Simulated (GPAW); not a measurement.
Band structure of a sheet of Ta₂N (3 atoms in the cell).

```
CELL_PARAMETERS angstrom
      2.90553     0.00000     0.00000
     -1.45277     2.51626     0.00000
      0.00000     0.00000    16.35107
ATOMIC_POSITIONS crystal
  N  0.00000 0.00000 0.50000
  Ta 0.33333 0.66667 0.57189
  Ta 0.66667 0.33333 0.42811
```

Method of the run: PBE, GPAW PAW datasets PBE (gpaw-data 1.0.1) (plane waves; GPAW 25.7.0).

Settings: mode = pw; ecut = 900 eV; xc = PBE; kpts = 7 7 1; mesh shift (steps) = 0 0 0; occupations.name = methfessel-paxton; occupations.width = 0.05 eV; occupations.order = 0; nbands = -11; convergence.density = 1e-05 e/electron; symmetry.symmorphic = false; symmetry.tolerance = 0.0005; maxiter = 120; bandpath_npoints = 40.

The starting cell was generated: these elements placed on a structure prototype, without a prior relaxation; it need not be a known phase or ordering of this composition. Its lattice was rescaled in the plane by a random factor within 2.5 % of one. Spin-orbit coupling is off. Spin polarisation is off; with an odd number of electrons in the cell that forces a metal, and a magnetic state may lie lower.

Levels in eV from the Fermi level, bands 12 to 19:
```csv
point,12,13,14,15,16,17,18,19
Γ,-6.99,-2.91,-1.15,-1.03,-0.49,-0.49,1.44,1.89
M,-7.02,-4.50,0.00,0.11,1.05,2.04,2.71,3.38
K,-6.92,-1.42,-1.31,-1.31,0.12,2.08,2.08,3.57
```

Bands cross the Fermi level along this path, so the cell is metallic at this level.
